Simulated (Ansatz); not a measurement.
**How the band gap of TaCuN2 (R-3m, No. 166, 4 atoms in the cell; start mp-8927) moves with the method**

No measured value is used here.

```json
[
 {"level (code)": "LDA (Ansatz)", "value (eV)": "0.32", "cell (Å³/atom)": "11.92"},
 {"level (code)": "PBEsol (Ansatz)", "value (eV)": "0.38", "cell (Å³/atom)": "12.20"},
 {"level (code)": "r²SCAN (Ansatz)", "value (eV)": "…", "cell (Å³/atom)": "12.37"}
]
```

Complete the blanks.


- r²SCAN (Ansatz, an electronic-structure program), value (eV): 0.75

Computed values are for a static lattice. Levels without +SOC have no spin–orbit coupling; where heavier elements are present it shifts gaps, mostly down, and can invert bands.  Each level is taken at its own relaxed cell. Cutoffs differ between the levels. Ansatz's density-functional and Hartree–Fock values are scalar-relativistic unless marked +SOC, with PAW data made under PBE.

A start named mp-… is a Materials Project structure, which need not be a measured phase.
